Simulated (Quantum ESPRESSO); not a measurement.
Input and output of a self-consistent single point for AgNO3 (R3m, 5 atoms in the cell) (Quantum ESPRESSO).

Method of the run: PBEsol, spin-orbit coupling, PseudoDojo fully relativistic norm-conserving (PBESOL) pseudopotentials (plane waves; Quantum ESPRESSO).

```
AgNO3
1.0
    2.52771    -1.45938     2.80851
    0.00000     2.91875     2.80851
   -2.52771    -1.45938     2.80851
Ag N O
1 1 3
Direct
  0.99804   0.99804   0.99804
  0.57411   0.57411   0.57411
  0.43488   0.43488   0.85948
  0.85948   0.43488   0.43488
  0.43488   0.85948   0.43488
```

Reference input (self-consistent single point, DFT, PBEsol, plane waves, GBRV 1.5 ultrasoft (PBESOL) pseudopotentials): ecutwfc = 40 Ry; ecutrho = 320 Ry; occupations = smearing; smearing = fermi-dirac; degauss = 0.000734986 Ry; potentials = {Ag: ag_pbesol_v1.4.uspp.F.UPF, N: n_pbesol_v1.2.uspp.F.UPF, O: o_pbesol_v1.2.uspp.F.UPF}; K_POINTS = automatic 6 6 6 0 0 0; conv_thr = 1e-11 Ry. This run's input differs from it in these lines:

```diff
@@ -14,4 +14,3 @@
   ntyp = 3,
-  ecutwfc = 40,
-  ecutrho = 320,
+  ecutwfc = 85,
   occupations = 'smearing',
@@ -19,2 +18,4 @@
   degauss = 0.000734986,
+  noncolin = .true.,
+  lspinorb = .true.,
 /
@@ -24,5 +25,5 @@
 ATOMIC_SPECIES
-Ag   107.8682  ag_pbesol_v1.4.uspp.F.UPF
-N     14.0070  n_pbesol_v1.2.uspp.F.UPF
-O     15.9990  o_pbesol_v1.2.uspp.F.UPF
+Ag   107.8682  Ag.upf
+N     14.0070  N.upf
+O     15.9990  O.upf
 ATOMIC_POSITIONS {crystal}
```

The program printed (abridged):

```
     Self-consistent Calculation

     iteration #  1     ecut=    85.00 Ry     beta= 0.70

---- Real-time Memory Report at c_bands before calling an iterative solver
           369 MiB given to the printing process from OS
           341 MiB allocation reported by mallinfo(arena+hblkhd)
------------------

     total energy              =    -428.64665648 Ry
     estimated scf accuracy    <       0.64157582 Ry

     iteration #  2     ecut=    85.00 Ry     beta= 0.70

---- Real-time Memory Report at c_bands before calling an iterative solver
           420 MiB given to the printing process from OS
   [... lines left out ...]

---- Real-time Memory Report at c_bands before calling an iterative solver
           462 MiB given to the printing process from OS
           438 MiB allocation reported by mallinfo(arena+hblkhd)
------------------

     total energy              =    -428.94267103 Ry
     estimated scf accuracy    <          2.8E-10 Ry

     iteration # 12     ecut=    85.00 Ry     beta= 0.70

---- Real-time Memory Report at c_bands before calling an iterative solver
           462 MiB given to the printing process from OS
           438 MiB allocation reported by mallinfo(arena+hblkhd)
------------------
     End of self-consistent calculation

     the Fermi energy is     7.3354 ev

!    total energy              =    -428.94267103 Ry
     estimated scf accuracy    <          1.8E-12 Ry
     smearing contrib. (-TS)   =      -0.00000000 Ry
     internal energy E=F+TS    =    -428.94267103 Ry

     convergence has been achieved in  12 iterations

     Forces acting on atoms (cartesian axes, Ry/au):

     atom    1 type  1   force =     0.00000000    0.00000000   -0.00014517
     atom    2 type  2   force =     0.00000000   -0.00000000   -0.00180483
     atom    3 type  3   force =    -0.04854508   -0.02802752    0.00065000
     atom    4 type  3   force =     0.04854508   -0.02802752    0.00065000
     atom    5 type  3   force =     0.00000000    0.05605503    0.00065000

     Total force =     0.097114     Total SCF correction =     0.000004

          total   stress  (Ry/bohr**3)                   (kbar)     P=       35.13
   0.00039902   0.00000000   0.00000000           58.70        0.00        0.00
   0.00000000   0.00039902   0.00000000            0.00       58.70        0.00
   0.00000000   0.00000000  -0.00008164            0.00        0.00      -12.01

   JOB DONE.
```

The run converged in 12 iterations. Against the reference run the pressure goes from 3.35 to 3.51 GPa, the largest force goes from 1.545 to 1.441 eV/Å and the gap on the mesh goes from 1.613 to 1.570 eV.

The starting cell comes from a database of computed structures (which also holds hypothetical and non-ambient phases and stackings), without a prior relaxation at this level. Its lattice was rescaled by a random factor within 2.5 % of one. With a pressure of about 4 GPa the cell is away from its equilibrium volume at this level. Forces in this geometry exceed 1 eV/Å.

Cost on one core of a shared machine: roughly 4 min.
